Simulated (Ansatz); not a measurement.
Consider Cu-vacancy pair (Cu on one host Ru site, one Ru site vacant) in hcp Ru, neutral cell. Level of theory: PBE, PAW (plane waves to 420 eV; Ansatz, a first-principles code).

Settings: 36 host sites, the relaxed PBE lattice, a 2×2×2 k-point mesh shifted by half a step along c, smearing 0.10 eV, spin-restricted, no image-charge correction. No zero-point or tunnelling terms. Forms of the defect that were not tried may lie lower.

Barriers: single points on a 4×4×4 k-point mesh shifted by half a step along c at the bands' geometries.

Relaxed starting cell (atoms counted from 1):

```xyz
35
Lattice="8.1642 0.0000 0.0000 -4.0821 7.0704 0.0000 0.0000 0.0000 8.5861" Properties=species:S:1:pos:R:3 pbc="T T T"
Cu    -0.0255     1.5668     1.1308
Ru    -0.0384     1.5597     5.3795
Ru    -1.3840     3.9407     1.0899
Ru    -1.3751     3.9224     5.3812
Ru    -2.7311     6.2740     1.0899
Ru    -2.7427     6.2912     5.3813
Ru     2.7388     1.5871     1.0941
Ru     2.7161     1.5853     5.3901
Ru     1.3736     3.9508     1.0942
Ru     1.3608     3.9323     5.3901
Ru    -0.0115     6.2889     1.0870
Ru    -0.0065     6.2917     5.3966
Ru     5.4313     1.5609     1.1020
Ru     5.4523     1.5495     5.3823
Ru     4.0640     3.9284     1.0932
Ru     4.0676     3.9305     5.3939
Ru     2.6975     6.2957     1.1023
Ru     2.6981     6.3197     5.3830
Ru     1.3629     0.7902     3.2545
Ru     1.3463     0.8045     7.5093
Ru    -0.0043     3.1579     3.2542
Ru     0.0000     3.1362     7.5089
Ru    -1.3726     5.5030     3.2443
Ru    -1.3739     5.5020     7.5274
Ru     4.0496     0.7782     3.2462
Ru     4.0830     0.7890     7.5318
Ru     2.7134     3.1484     3.2459
Ru     2.7109     3.1469     7.5275
Ru     1.3286     5.4907     3.2460
Ru     1.3548     5.5141     7.5316
Ru     6.8049     0.7970     7.5308
Ru     5.4248     3.1592     3.2477
Ru     5.4419     3.1390     7.5390
Ru     4.0784     5.4914     3.2475
Ru     4.0695     5.5161     7.5389
```

End state 1 differs by these moves (Å; atoms that move under 0.08 Å are left out):

```
atom  element     Δx     Δy    Δz
----  -------  -----  -----  ----
1          Cu  -1.33  -0.77  2.07
```

Problem. Predict the forward and backward barriers to end state 1 from PBE, PAW.

Solution. forward 1.19 eV, backward 1.19 eV; at the saddle point atom 1 has neighbours 4 Ru at 2.46, 4 Ru at 3.03 Å. The program found a first-order saddle point.
